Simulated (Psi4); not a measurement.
Psi4 1.11, B3LYP/def2-svp: boron monoxide dimer (O=BB=O), 4 atoms. The geometry is a generated start, not checked to be a minimum at this level.

```
Property                              Value
--------------------------  ---------------
task                                 energy
method                                b3lyp
basis                              def2-svp
memory                                 3 GB
maxiter                                 100
keys of the molecule block      symmetry c1
scf_type                       df (default)
diis_max_vecs                  10 (default)
e_convergence               1e-06 (default)
d_convergence               1e-06 (default)
dft_radial_points              75 (default)
dft_spherical_points          302 (default)
basis functions                          56
grid points                           86243
```

```xyz
4

O     -1.9792    -0.0592    -0.2658
B     -0.8019    -0.0222    -0.1086
B      0.8021     0.0238     0.1085
O      1.9789     0.0576     0.2660
```

With the defaults (diis = true, scf_initial_accelerator = adiis, damping_percentage = 0, guess = auto, which took SAD, diis_start = 1, soscf = false, soscf_start_convergence = 0.01) it converges in 8 SCF iterations. One run each on 2 threads, with these changes:
- diis = false, scf_initial_accelerator = none, damping_percentage = 60
- soscf = true, soscf_start_convergence = 0.001
- guess = sadno
- damping_percentage = 60
- guess = huckel
- soscf = true, soscf_start_convergence = 0.1
- scf_initial_accelerator = none
- diis_start = 4
- scf_initial_accelerator = ediis

Which of these changes keep the SCF from converging, or lead it to another solution?

No convergence: diis = false, scf_initial_accelerator = none, damping_percentage = 60 (the run ends without SCF convergence in 100 iterations). The rest reach the solution of the defaults.

```tsv
setting	SCF iterations	JK calls	end
soscf = true, soscf_start_convergence = 0.1	6	22	same solution
soscf = true, soscf_start_convergence = 0.001	7	18	same solution
the defaults	8	9	same solution
scf_initial_accelerator = ediis	8	9	same solution
guess = huckel	9	21	same solution
scf_initial_accelerator = none	9	10	same solution
guess = sadno	9	9	same solution
diis_start = 4	14	15	same solution
damping_percentage = 60	91	92	same solution
diis = false, scf_initial_accelerator = none, damping_percentage = 60	100	101	no convergence
```

An SOSCF iteration holds several JK calls; a Hückel guess adds calls on atoms.
